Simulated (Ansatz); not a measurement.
Take Al in the fcc (Cu type) structure (space group Fm-3m, No. 225; relaxed with 0.1 eV smearing) as the base.

```
Al
1.0
    0.00000     1.99683     1.99683
    1.99683     0.00000     1.99683
    1.99683     1.99683     0.00000
Al
1
Direct
  0.00000   0.00000   0.00000
```

Cartesian axes are those of the cell as printed.

All numbers come from plane-wave PAW DFT at the r2SCAN level (Ansatz, a quantum-chemistry and plane-wave program, 500 eV), no spin-orbit coupling.

Strains are applied to the cell and any free atomic positions relax; under biaxial strain the out-of-plane vector relaxes too.

One change was made to it. Results:

| quantity | base | after |
|---|---|---|
| energy relative to the base (free energy F) | 0 meV/atom | +1.1 meV/atom |
| volume per atom | 15.92 Å³ | 15.78 Å³ |

### Question
What was done to the base?
A. biaxial strain −1.67 %, plane normal [111], relaxed out of plane
B. biaxial strain −2.08 %, plane normal [111], relaxed out of plane
C. biaxial strain −0.83 %, plane normal [111], relaxed out of plane
D. biaxial strain −2.50 %, plane normal [111], relaxed out of plane

### Answer
C, biaxial strain −0.83 %, plane normal [111], relaxed out of plane. For comparison, the energy relative to the base in the other runs: biaxial strain −2.08 %, plane normal [111], relaxed out of plane gives +7.6 meV/atom; biaxial strain −2.50 %, plane normal [111], relaxed out of plane gives +11 meV/atom; biaxial strain −1.67 %, plane normal [111], relaxed out of plane gives +4.7 meV/atom.

Whether these cells are dynamically stable was not tested.
